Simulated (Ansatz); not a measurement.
An ideal cubic perovskite cell is held by its symmetry; such compounds can tilt or shift off centre at room temperature.

```xyz
5
Lattice="4.0077 0.0000 0.0000 0.0000 4.0077 0.0000 0.0000 0.0000 4.0077" Properties=species:S:1:pos:R:3 pbc="T T T"
Ba     2.0038     2.0038     2.0038
Ti     0.0000     0.0000     0.0000
O      2.0038     0.0000     0.0000
O      0.0000     2.0038     0.0000
O      0.0000     0.0000     2.0038
```

Space group of this cell: Pm-3m, cubic perovskite. The cell is taken as given; by r2SCAN its mean pressure is -1.8 GPa.

The numbers are results of r2SCAN (plane waves, PAW; Ansatz, a first-principles code), not measurements.

The current runs along the normal of the first two printed vectors; no spin-orbit coupling. Scaled by the factor s: all lengths (ions clamped). Meshes 8×8×8 and 8×8 across the current in all rows.

```tsv
s	mean pressure (GPa)	band gap (eV)
0.98	10.2	2.30
1.00	-1.8	2.15
1.02	-10.8	?
```

Question: Take the slope of the band gap against ln s from the two given rows, extrapolate to s = 1.02, and say what the run there gives.

Answer: Slope = (2.30 − 2.15) / ln 0.98 = -7.42 eV. The line gives 2.15 + (-7.42) × ln 1.02 = 2.00 eV. The run gives 2.00 eV, as the line does.
